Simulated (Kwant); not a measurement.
Model: Hückel tight-binding model, one pz orbital an atom, one spin, coherent transport at 0 K (Kwant). Conductance is in e²/h.

Model system: π system c1cncnc1 between two chain leads. The π system is taken as planar. Atoms are numbered from 0 in the order of the SMILES. Site energies (eV, carbon 0): [0.0, 0.0, -1.5, 0.0, -1.5, 0.0]. Bonds (i, j, β in eV): (0,1,-3) (1,2,-3) (2,3,-3) (3,4,-3) (4,5,-3) (5,0,-3). Leads: chains of hopping −4.5 eV, joined by −0.6 eV to atoms 1 and 3.

Site energies and bond integrals are typed Hückel values.

Sweep values stay those of the base run.

One input was changed, with this effect: transmission at E = 0 < 1e-12 → 0.00018.

Task: Which change was it?
A. contacts moved from atoms [1, 3] to [0, 1]
B. contacts moved from atoms [1, 3] to [1, 5]
C. contacts moved from atoms [1, 3] to [0, 3]

Result: B, contacts moved from atoms [1, 3] to [1, 5]
